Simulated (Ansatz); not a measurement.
Consider the following.

```
ZnO
1.0
    3.27944     0.00000     0.00000
   -1.63972     2.84008     0.00000
    0.00000     0.00000     5.29365
Zn O
2 2
Direct
  0.66667   0.33333   0.50061
  0.33333   0.66667   0.00061
  0.66667   0.33333   0.87970
  0.33333   0.66667   0.37970
```

The numbers are results of PBE, rigid bands (plane waves, PAW, scalar-relativistic; Ansatz, a quantum-chemistry and plane-wave program), not measurements. Condition of this run: functional PBE, cell relaxed with it. How the cell was made: cell and atoms relaxed with PBE.

Q: What conductivity effective mass do dilute holes have at 300 K?

A: 1.79 (x), 1.79 (y), 2.7 (z) mₑ.

Q: What conductivity effective mass do dilute electrons have at 300 K?

A: 0.156 mₑ.

Q: And the band gap?

A: 0.75 eV at this level; semilocal functionals usually fall short of the measured gap.

Rigid bands, one relaxation time for all states, no polarons. Spin-orbit coupling is left out; where it splits the top of the valence band it changes the hole mass and lowers the gap by about a third of the splitting.
